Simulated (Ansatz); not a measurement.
For CsCl-type CuZn, rVV10 in Ansatz (PAW) gives:

- lattice constant a: 2.977 Å
- enthalpy of formation: -0.083 eV/atom

What does HSE06 (plane waves, PAW; Ansatz, an electronic-structure program) give for the same quantities?


- lattice constant a: 2.965 Å (falls by 0.4 %)
- formation enthalpy: -0.135 eV/atom (moves by -0.052 eV/atom)

For comparison: lattice constant a 2.958 Å (measured, temperature not stated, not corrected to a static lattice; as tabulated in First-Principles Study on the Electrical and Thermal Conductivities of Cu–Zn …); formation enthalpy -0.124 eV/atom (measured, temperature not stated, not corrected to a static lattice; as tabulated in Nepal et al. (2020), arXiv:2007.11150).

Changes are worked out from the printed values.

Unless a cell is named, each level is at its own relaxed cell (rVV10 13.19, HSE06 13.04 Å³/atom).

Caveats: hybrids on metals are sensitive to the k mesh and can open a false gap (HSE06). Ansatz's density-functional and Hartree–Fock values are scalar-relativistic unless marked +SOC, with PAW data made under PBE.
